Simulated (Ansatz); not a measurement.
**Input and output of a self-consistent single point for TiAl (P4mm, 2 atoms in the cell) (Ansatz, a first-principles code)**

Method of the run: PBEsol, default PAW files made with PBE (plane waves; Ansatz).

Input:

Ansatz 0.2 input:
```yaml
# TiAl
crystal:
  lattice:
    - [3.163165, 0.000000, 0.000000]
    - [0.000000, 3.163165, 0.000000]
    - [0.000000, 0.000000, 3.163165]
  atoms:
    - { symbol: Ti, position_ang: [0.000000, 0.000000, 0.050000] }
    - { symbol: Al, position_ang: [1.581582, 1.581582, 1.581582] }
basis:
  ecutwfc: 420.0
kpoints:
  mp_grid: { grid: [10, 10, 10] }
hamiltonian:
  xc: pbesol
  pseudopotentials: { kind: paw }
scf:
  occupations: { method: gaussian, width: 0.1 }
output:
  forces: true
  eigenvalues: true
  stress: true
```

Output (repeated stretches shortened):

```
WARN ansatz: RAYON_NUM_THREADS=1 ignored (pool sized by the plan → 1); use --threads N
Pseudopotentials: kind: paw
Pseudopotential: Ti, paw, valence charge 12
Pseudopotential: Al, paw, valence charge 3
Crystal: 2 atoms, lattice volume = 31.649 Å³
Basis set: ecut = 420 eV, 619 PW (Γ), exchange–correlation on 48×48×48 points (8 copies of the dense FFT grid, shifted against one another)
Bands: 12, of which v1, the nominal top of the filled ones, is band 8 counted from 1 (7 counted from 0)
Symmetry: 8 space group operations
Space group: P4mm (ITA 99), of the structure as read, at distance tolerance 3.2e-5 Å
k-points: 126 of 1000 (time reversal used)
PAW frozen core: Ti, regenerated for the run's functional, and the local potential with it
PAW frozen core: Al, regenerated for the run's functional, and the local potential with it
Initial density: superposition of atomic densities (neutral atoms: chi_scale 0, normalization atom), corrected by the library's trained network
Initial wavefunctions: pseudopotential atomic-orbital guess
Eigensolver: davidson
Functional: x = pbesol(κ = 0.804, μ = 0.12345679012345678), c = pbesol(β = 0.046)
SCF iter   1: F=—  HF=-2998.986675 eV  |F-HF|=—  |Δ(HF+E_count)|=         —  Δρ=5.34e-3  dr2=1.34e-2  ethr=1.77e-3  ⟨swp⟩=5.0  Hψ=7711  notcnv=0
all-band conjugate gradients solve this SCF's bands
preconditioner: auto → none
SCF iter   2: F=—  HF=-2998.984828 eV  |F-HF|=—  |Δ(HF+E_count)|=   1.85e-3  Δρ=3.74e-3  dr2=7.91e-3  ethr=8.93e-5  ⟨swp⟩=1.0  Hψ=2520  notcnv=0
SCF iter   3: F=—  HF=-2998.982744 eV  |F-HF|=—  |Δ(HF+E_count)|=   2.08e-3  Δρ=6.07e-4  dr2=4.56e-5  ethr=5.28e-5  ⟨swp⟩=2.1  Hψ=1864  notcnv=0
SCF iter   4: F=—  HF=-2998.982748 eV  |F-HF|=—  |Δ(HF+E_count)|=   3.42e-6  Δρ=1.18e-4  dr2=2.78e-6  ethr=3.04e-7  ⟨swp⟩=2.9  Hψ=2453  notcnv=0
SCF iter   5: F=—  HF=-2998.982747 eV  |F-HF|=—  |Δ(HF+E_count)|=   7.96e-7  Δρ=1.75e-5  dr2=1.14e-7  ethr=1.85e-8  ⟨swp⟩=2.5  Hψ=2324  notcnv=0
SCF iter   6: F=-2998.982747 eV  HF=-2998.982747 eV  |F-HF|=6.32e-10  |Δ(HF+E_count)|=   4.02e-8  Δρ=4.23e-6  dr2=2.46e-9  ethr=6.67e-10  ⟨swp⟩=4.4  Hψ=4622  notcnv=0
the search or the solves at the SCF's close seem to have found levels that the self-consistency loop had missed (the run counts 1) …
SCF 1 converged in 6 iterations: F = -2998.982747 eV  dr2 = 2.46e-9
SCF converged after 6 iterations
Free energy (F): -2998.982747 eV
Harris-Foulkes:  -2998.982747 eV  (|F-HF|=6.32e-10)
Internal energy: -2998.968877 eV  (E = F + TS)
E sigma→0 (E₀):  -2998.975812 eV
Entropy (-TS):   -0.013870 eV (-6.935 meV/atom)
Fermi energy:    11.551407 eV
--- Per-component energies (eV) ---
  E_band       = -159.554386
  E_kinetic    = 297.015607
  E_local      = -1014.653574  (includes V_loc(G=0)·N_el)
  E_nonlocal   = 20.708555
  E_hartree    = 431.986184
  E_xc         = -136.834176
  E_vxc        = -151.606516  (∫ρ·V_xc dr)
  E_paw        = -1477.923128  (= ΣΔE_a)
  E_vpaw       = -174.990962  (= ΣTr[D̂ρ^β])
  E_aug_tail   = 0.000112  (compensation charges beyond the density's cutoff)
  E_ewald      = -1119.426981
  E_core_change = 0.158523  (= ΣΔE_core)
  E_smearing   = -0.013870  (= −TS)
  E_closure    = 0.000000  (closes the sum)
  Σ components = -2998.982747   (vs F -2998.982747, Δ=0.00e0)
--- Forces (eV/Å), atoms counted from 1 ---
  atom   1  Ti     0.00000000     0.00000000    -0.32365432
  atom   2  Al    -0.00000000     0.00000000     0.32364719
  max |Σ_I F_I| component: 7.13e-6 eV/Å
--- Stress (GPa, compression-positive) ---
       -0.659920       0.000000      -0.000000
        0.000000      -0.659920       0.000000
       -0.000000       0.000000      -0.776919
  P = ⅓ Tr σ = -0.6989 GPa (-6.989 kbar)
  The stress holds the Pulay correction. Without it, at fixed plane waves, as pw.x and ABINIT print it: P = -0.7299 GPa
--- Band table (eV; the first three rows and the last of 126) ---
  k-point 0: bands = ["-45.0512", "-21.3620", "-21.3620", "-21.3616", "2.2272", "10.0777", "10.0783", "13.3804", "13.3815", "13.3815", "16.0357", "16.0357"]
  k-point 1: bands = ["-45.0496", "-21.3794", "-21.3604", "-21.3604", "2.3888", "9.9921", "10.1504", "13.1143", "13.1143", "13.3999", "15.4302", "16.4195"]
  k-point 2: bands = ["-45.0455", "-21.4259", "-21.3564", "-21.3564", "2.8645", "9.5713", "10.3520", "12.5951", "12.5951", "13.4518", "14.5852", "17.2984"]
  k-point 125: bands = ["-45.0038", "-21.4973", "-21.4973", "-21.4968", "8.4066", "8.4115", "8.4115", "12.2838", "14.4389", "14.4391", "14.4910", "14.4910"]
```

The run converged in 6 iterations.

The starting cell comes from a database of computed structures (which also holds hypothetical and non-ambient phases and stackings), without a prior relaxation at this level. Its lattice was rescaled by up to half a per cent. One atom was moved a little off its site on purpose. Spin polarisation is off. Ansatz's pressure includes its estimate of the finite-basis (Pulay) stress.
